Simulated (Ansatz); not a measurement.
Ansatz (a quantum-chemistry and plane-wave program), DFT, HSE06, plane waves, its default PAW files: diamond-structure Si, 2 atoms. Basis and mesh were picked for this test and aren't claimed converged.

```
Item                                                     Value
-----------------------------  -------------------------------
cell                           3.84, 3.84, 3.84 Å; 60, 60, 60°
task                                              single point
k mesh                                                   8×8×8
hamiltonian.xc                                           hse06
kind of files                                              paw
scf.occupations.method                                   fixed
output.forces                                             true
memory maximum (--max-ram)                              200GiB
accuracy                                      medium (default)
basis.precision                                 auto (default)
basis.xc_grid                                      2 (default)
scf.eigensolver.kind                            auto (default)
scf.mixing.algorithm                            auto (default)
scf.mixing.preconditioner                       auto (default)
scf.convergence.dr2_threshold                  1e-07 (default)
k-points after symmetry                                     29
bands at the start                                           8
electrons                                                    8
plane waves at Γ                                           749
cutoff (eV)                                                420
FFT grid                                              27×27×27
symmetry operations                                         48
```

Machine A. Machine: one whole node, Arm Neoverse V2, 96 cores on 1 socket, no SMT, 1 L3 cache group.

Machine B. It runs on a single node (AMD EPYC (Zen 5), 96 cores on 1 socket, no SMT, 12 L3 cache groups; 94 cores' worth of CPU time may be used).

Each time is the median wall time of two to five repeats, run one at a time on the otherwise empty machine; start-up is included. Unless noted, each process is bound to its own block of adjacent cores. The times hold for this build (release build for Arm (Neoverse V2), one process with threads). Scratch files lie in a memory file system. On B the build is release build for x86-64 with AVX-512, one process with threads.

All on 88 threads. Base settings, kept where nothing else is said: output.stress = false (default), scf.eigensolver.real_solve = not set, scf.exx.warmup_dr2_ratio = not set, scf.exx.build = auto (default), scf.exx.energy_threshold = 1e-06 (default), scf.exx.ecutfock_ratio = not set, scf.lower_state_search = light (default). On machine A:

```tsv
run	wall time on A
the base settings	1.4 s
output.stress = true	2.5 s
scf.eigensolver.real_solve = false	1.4 s
scf.exx.warmup_dr2_ratio = 0.1	1.4 s
scf.exx.build = auto_tight	1.4 s
scf.exx.energy_threshold = 0.001 eV	1.4 s
scf.exx.build = pair_densities, scf.exx.ecutfock_ratio = 1	20 s
scf.lower_state_search = off	1.4 s
```

Q: How long do the same runs take on the second machine?

A: 
```json
[
 {"run": "the base settings", "A": "1.4 s", "B": "1.3 s", "B over A": "0.94"},
 {"run": "output.stress = true", "A": "2.5 s", "B": "2.6 s", "B over A": "1.0"},
 {"run": "scf.eigensolver.real_solve = false", "A": "1.4 s", "B": "1.3 s", "B over A": "0.94"},
 {"run": "scf.exx.warmup_dr2_ratio = 0.1", "A": "1.4 s", "B": "1.3 s", "B over A": "0.94"},
 {"run": "scf.exx.build = auto_tight", "A": "1.4 s", "B": "1.3 s", "B over A": "0.95"},
 {"run": "scf.exx.energy_threshold = 0.001 eV", "A": "1.4 s", "B": "1.3 s", "B over A": "0.93"},
 {"run": "scf.exx.build = pair_densities, scf.exx.ecutfock_ratio = 1", "A": "20 s", "B": "15 s", "B over A": "0.72"},
 {"run": "scf.lower_state_search = off", "A": "1.4 s", "B": "1.3 s", "B over A": "0.92"}
]
```

B takes 0.72 to 1.0 times the time of A. The shortest run is scf.lower_state_search = off on both, with others too close to call.

Keys are those of Ansatz 0.2.
